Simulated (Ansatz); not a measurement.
TaAl3 (I4/mmm, No. 139) was calculated with LDA (Ansatz, an electronic-structure program, plane waves, PAW).

Numerical settings: plane-wave cutoff 520 eV, 20×20×20 k mesh, Fermi–Dirac smearing 0.05 eV, scalar-relativistic PAW data made under PBE.

Cell (relaxed at this level):

```
Al3Ta
1.0
   -1.89824     1.89824     4.22027
    1.89824    -1.89824     4.22027
    1.89824     1.89824    -4.22027
Ta Al
1 3
Cartesian
  0.00000   0.00000   0.00000
  0.00000   0.00000   4.22027
  0.00000   1.89824   2.11014
  1.89824   0.00000   2.11014
```

Q: Give the computed bulk modulus.

A: 
bulk modulus: 145 GPa

The run finds no gap.

Note: the bulk modulus is −V dP/dV from two relaxed cells at ±2 % in volume.

Spin–orbit coupling is not included.

The computed numbers hold no vibrational or temperature effects.

It cost about 2.9 core-minutes (a rough figure) of CPU time.
